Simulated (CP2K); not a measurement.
**Short convergence ladders for NiAl (P4mm, 2 atoms in the cell)**

```yaml
crystal:
  lattice:
    - [2.88133, 0.00000, 0.00000]
    - [0.00000, 2.88133, 0.00000]
    - [0.00000, 0.00000, 2.88133]
  atoms:
    - { symbol: Al, position: [0.50000, 0.50000, 0.51735] }
    - { symbol: Ni, position: [0.00000, 0.00000, 0.00000] }
```

Base method: LDA (Pade form), GPW, DZVP-MOLOPT-SR-GTH basis, GTH-PADE potentials (GTH_POTENTIALS) run with CP2K 2026.2.

Base settings: CUTOFF = 600 Ry; REL_CUTOFF = 50 Ry; SMEAR/METHOD = FERMI_DIRAC; ELECTRONIC_TEMPERATURE = 1160.45 K; KPOINTS/SCHEME = MONKHORST-PACK 4 4 4; GAMMA_CENTERED = T; XC_FUNCTIONAL = PADE; Al/BASIS_SET = DZVP-MOLOPT-SR-GTH; Al/POTENTIAL = GTH-PADE-q3; Ni/BASIS_SET = DZVP-MOLOPT-SR-GTH.

**The setting basis**

Level: DFT LDA (Pade form), GPW, TZV2P-MOLOPT-SR-GTH basis, GTH-PADE potentials (GTH_POTENTIALS).

Moved along: ADDED_MOS, Al/BASIS_SET, Ni/BASIS_SET.

The second cell is the first with its lattice scaled by 0.98.

The mesh stays at the base's, so the ladder's end is converged at best in this setting alone.

The sets are ordered by size and need not be nested.

Only quantities that move along the ladder and can be compared are tabulated.

| basis (functions) | free energy less the last step's (meV/atom) | energy of the compressed cell less the first (meV/atom) | pressure (GPa) | largest difference of a force vector from the last step's (eV/Å) |
|---|---|---|---|---|
| SZV-MOLOPT-SR-GTH (14) | 2069.29 | 36.41 | 2.75 | 0.018 |
| DZVP-MOLOPT-SR-GTH (39) | 192.02 | -26.25 | -10.75 | 0.014 |
| TZVP-MOLOPT-SR-GTH (52) | -4.14 | -27.66 | -10.94 | 0.003 |
| TZV2P-MOLOPT-SR-GTH (64) | 0.00 | -25.57 | -10.54 | 0.000 |

Coarsest basis (functions) that holds the pressure within 1 GPa of the last step, with all finer ones: DZVP-MOLOPT-SR-GTH (39); the step before is off by 13 GPa.

Coarsest basis (functions) that holds the energy of the compressed cell less the first within 1 meV/atom: not settled: the last two steps still differ by 2.1 meV/atom, over half the tolerance, so the ladder does not show it.

Coarsest basis (functions) that holds the free energy within 5 meV/atom: not settled: the last two steps still differ by 4.1 meV/atom, over half the tolerance, so the ladder does not show it.

**The setting rel cutoff**

The second cell is the first with its lattice scaled by 0.98.

The mesh stays at the base's, so the ladder's end is converged at best in this setting alone.

Only quantities that move along the ladder and can be compared are tabulated.

| REL_CUTOFF | free energy less the last step's (meV/atom) | energy of the compressed cell less the first (meV/atom) | pressure (GPa) | largest difference of a force vector from the last step's (eV/Å) |
|---|---|---|---|---|
| 10 Ry | -744.78 | 120.35 | 25.35 | 0.064 |
| 20 Ry | -6.97 | -24.19 | -10.22 | 0.002 |
| 30 Ry | -0.62 | -26.02 | -10.69 | 0.000 |
| 40 Ry | 0.01 | -26.26 | -10.75 | 0.000 |
| 50 Ry | 0.00 | -26.25 | -10.75 | 0.000 |
| 100 Ry | 0.00 | -26.25 | -10.75 | 0.000 |

Coarsest REL_CUTOFF that holds the pressure within 0.2 GPa of the last step, with all finer ones: 30 Ry; the step before is off by 0.53 GPa.

Coarsest REL_CUTOFF that holds the forces within 0.005 eV/Å of the last step, with all finer ones: 20 Ry; the step before is off by 0.064 eV/Å.

Coarsest REL_CUTOFF that holds the free energy within 0.5 meV/atom of the last step, with all finer ones: 40 Ry; the step before is off by 0.62 meV/atom.

On the base run: the starting cell has typed, rounded lattice constants, without a prior relaxation at this level. Its lattice was rescaled by up to half a per cent. One atom was moved a little off its site on purpose. Spin polarisation is off. Values carry the incompleteness of an atom-centred basis. In the base run, with a pressure of about -11 GPa the cell is away from its equilibrium volume at this level. Without a gap this mesh is coarse (it stands for a supercell whose shortest vector is 12 Å).

Left out of this page: 2 runs of the series outside the window shown, repeating another row's setting, or not comparable.
